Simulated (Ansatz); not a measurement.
How a calculation on Nb₃Sn (Pm-3n, 8 atoms in the cell) responds to its settings

```yaml
crystal:
  lattice:
    - [5.24416, 0.00000, 0.00000]
    - [0.00000, 5.24416, 0.00000]
    - [0.00000, 0.00000, 5.24416]
  atoms:
    - { symbol: Nb, position: [0.25000, 0.00000, 0.50000] }
    - { symbol: Nb, position: [0.75000, 0.00000, 0.50000] }
    - { symbol: Nb, position: [0.50000, 0.75000, 0.00000] }
    - { symbol: Nb, position: [0.50000, 0.25000, 0.00000] }
    - { symbol: Nb, position: [0.00000, 0.50000, 0.75000] }
    - { symbol: Nb, position: [0.00000, 0.50000, 0.25000] }
    - { symbol: Sn, position: [0.00000, 0.00000, 0.00000] }
    - { symbol: Sn, position: [0.50000, 0.50000, 0.50000] }
```

Base run A: Ansatz (a first-principles code) with LDA (PW92), default PAW files made with PBE, self-consistent single point.

Its settings: basis.ecutwfc = 420 eV; kpoints.mp_grid.grid = 4 4 4; kpoints.mp_grid.shift = 0.5 0.5 0.5; hamiltonian.xc = lda; hamiltonian.pseudopotentials = {kind: paw} (the program's default PAW files); scf.occupations.method = cold; scf.occupations.width = 0.2 eV.

The starting cell comes from a database of computed structures (which also holds hypothetical and non-ambient phases and stackings), without a prior relaxation at this level. Its lattice was rescaled by a random factor within 2.5 % of one. Spin polarisation is off. Ansatz's pressure includes its estimate of the finite-basis (Pulay) stress.

Absolute energies have different zeros for different potentials, functionals, Hubbard and dispersion terms and are not compared across them.

Runs:
- B: magnetization.noncollinear: default → true; magnetization.spin_orbit: default → true [LDA (PW92) with spin-orbit coupling]
- C: hamiltonian.pseudopotentials: {kind: paw} (the program's default PAW files) → {kind: paw_fr}; magnetization.noncollinear: default → true; magnetization.spin_orbit: default → false
- D: hamiltonian.xc: lda → pbe; magnetization.noncollinear: default → true; magnetization.spin_orbit: default → true [PBE with spin-orbit coupling]

```
run  pressure (GPa)
---  --------------
A             -2.26
B             -2.28
C             -2.26
D              7.66
```

Run D against A: The pressure goes from -2.26 to 7.66 GPa.

Run C against A: The pressure stays at -2.26 GPa.

Keys are those of Ansatz 0.2.
